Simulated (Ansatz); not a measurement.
## CdO (model structure, started from the WC type, P-6m2, No. 187, 2 atoms in the cell): enthalpy of formation by level of theory

No measured value is used here.

| level (code) | value (eV/atom) |
|---|---|
| PBE (Ansatz) | [?] |
| PBEsol (Ansatz) | -0.922 |
| PBE-D3(BJ) (Ansatz) | -0.925 |

### Question
Fill in the missing entries.

### Answer

- PBE (Ansatz, a program for electronic structure), value (eV/atom): -0.859

Each level is taken at its own relaxed cell. Ansatz's density-functional and Hartree–Fock values are scalar-relativistic unless marked +SOC, with PAW data made under PBE.

A model structure was made by putting elements into a prototype or built by hand; it is no filed structure, need not be a known phase, and can be a saddle point held by its symmetry.
